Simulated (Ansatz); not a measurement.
The parent structure is KF in the rock salt structure (space group Fm-3m, No. 225; a = 5.307 Å).

Computed with DFT with PBEsol, PAW potentials and a 420 eV plane-wave cutoff in Ansatz (a first-principles code), no spin-orbit coupling.

One change was made to it. Results:

The lattice parameter a shrinks by 0.036 Å to 5.271 Å; the electron mass becomes 0.53 mₑ (at Γ) (base: 0.54 mₑ (at Γ)); the gap character remains direct at Γ; the band gap rises by 0.105 eV, from 6.15 eV to 6.26 eV.

**Question.** Which of these changes matches the shifts?
A) pressure 0.3 GPa
B) pressure 0.7 GPa
C) pressure 5 GPa
D) pressure −2 GPa

**Answer.** B, pressure 0.7 GPa. For comparison, the band gap in the other runs: pressure −2 GPa gives 5.80 eV; pressure 5 GPa gives 6.77 eV; pressure 0.3 GPa gives 6.20 eV.

Load acts through the strain it causes; cell and atoms are relaxed under it. Effective masses come from finite differences of ±0.01 Å⁻¹. No phonon test of stability was made. No other phases were tried under pressure.
